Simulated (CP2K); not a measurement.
Input and output of a self-consistent single point for InSb (F-43m, 2 atoms in the cell) (CP2K).

Computed with LDA (Pade form), GPW, DZVP-MOLOPT-SR-GTH basis, GTH-PADE potentials (GTH_POTENTIALS) run with CP2K.

```xyz
2
Lattice="4.7331 0.0000 0.0000 2.3665 4.0990 0.0000 2.3665 1.3663 3.8645" Properties=species:S:1:pos:R:3 pbc="T T T"
In     0.0000     0.0000     0.0000
Sb     2.3665     1.3663     0.9661
```

Reference input (self-consistent single point, DFT PBE, GPW, DZVP-MOLOPT-SR-GTH basis, GTH-PBE potentials (GTH_POTENTIALS)): CUTOFF = 500 Ry; REL_CUTOFF = 50 Ry; SMEAR/METHOD = FERMI_DIRAC; ELECTRONIC_TEMPERATURE = 1160.45 K; KPOINTS/SCHEME = MONKHORST-PACK 9 9 9; XC_FUNCTIONAL = PBE; In/BASIS_SET = DZVP-MOLOPT-SR-GTH-q13; In/POTENTIAL = GTH-PBE-q13; Sb/BASIS_SET = DZVP-MOLOPT-SR-GTH-q5; Sb/POTENTIAL = GTH-PBE-q5; METHOD = GPW; EPS_DEFAULT = 1e-10. This run's input differs from it in these lines:

```diff
@@ -43,3 +43,3 @@
     &XC
-      &XC_FUNCTIONAL PBE
+      &XC_FUNCTIONAL PADE
       &END XC_FUNCTIONAL
@@ -75,3 +75,3 @@
       BASIS_SET DZVP-MOLOPT-SR-GTH-q13
-      POTENTIAL GTH-PBE-q13
+      POTENTIAL GTH-PADE-q13
     &END KIND
@@ -79,3 +79,3 @@
       BASIS_SET DZVP-MOLOPT-SR-GTH-q5
-      POTENTIAL GTH-PBE-q5
+      POTENTIAL GTH-PADE-q5
     &END KIND
```

Output (repeated stretches shortened):

```
 SCF WAVEFUNCTION OPTIMIZATION

  Step     Update method      Time    Convergence         Total energy    Change
     1 NoMix/Diag. 0.20E+00      -     0.94469314       -62.0107979450 -6.20E+01
     2 Broy./Diag. 0.20E+00      -     0.02065304       -62.3242610434 -3.13E-01
     3 Broy./Diag. 0.20E+00      -     0.14014498       -62.0698241456  2.54E-01
     4 Broy./Diag. 0.20E+00      -     0.00167663       -61.9295283623  1.40E-01
     5 Broy./Diag. 0.20E+00      -     0.00268835       -61.9645816230 -3.51E-02
     6 Broy./Diag. 0.20E+00      -     0.00223186       -61.9816047395 -1.70E-02
   [... 11 lines left out ...]
    18 Broy./Diag. 0.20E+00      -     0.00000106       -61.9873308595  3.57E-06
    19 Broy./Diag. 0.20E+00      -     0.00000015       -61.9873297169  1.14E-06
    20 Broy./Diag. 0.20E+00      -     0.00000039       -61.9873308716 -1.15E-06
    21 Broy./Diag. 0.20E+00      -     0.00000003       -61.9873313404 -4.69E-07
  *** SCF run converged in    21 steps ***

  Overlap energy of the core charge distribution:               0.00000000023648
  Self energy of the core charge distribution:               -101.90414991614097
  Core Hamiltonian energy:                                     30.24853843860906
  Hartree energy:                                              18.33450821061437
  Exchange-correlation energy:                                 -8.66607004460110
  Electronic entropic energy:                                  -0.00015802915385
  Fermi energy:                                                 0.10858231668987

  Total energy:                                               -61.98733134043288
  Total energy (extrapolated to T->0):                        -61.98725232585596

                     Mulliken Population Analysis

   [... lines left out ...]

 STRESS| Analytical stress tensor [bar]
 STRESS|                        x                   y                   z
 STRESS|      x       -3.77065949765E+04  -1.58157263854E-02  -1.11833470555E-02
 STRESS|      y       -1.58157263854E-02  -3.77066470461E+04  -1.31425205497E-02
 STRESS|      z       -1.11833470555E-02  -1.31425205497E-02  -3.77065859485E+04
 STRESS| 1/3 Trace                                            -3.77066093237E+04
```

The run converged in 21 iterations. Against the reference run the pressure goes from -0.62 to -3.77 GPa.

The starting cell comes from a database of computed structures (which also holds hypothetical and non-ambient phases and stackings), without a prior relaxation at this level. Its lattice was rescaled by a random factor within 2.5 % of one. Values carry the incompleteness of an atom-centred basis. With a pressure of about -4 GPa the cell is away from its equilibrium volume at this level. The run gives no clean gap (levels at the Fermi energy touch, overlap or are partly filled at this smearing), which alone does not show that the compound is a metal.

Cost on one core of a shared machine: roughly 40 s.
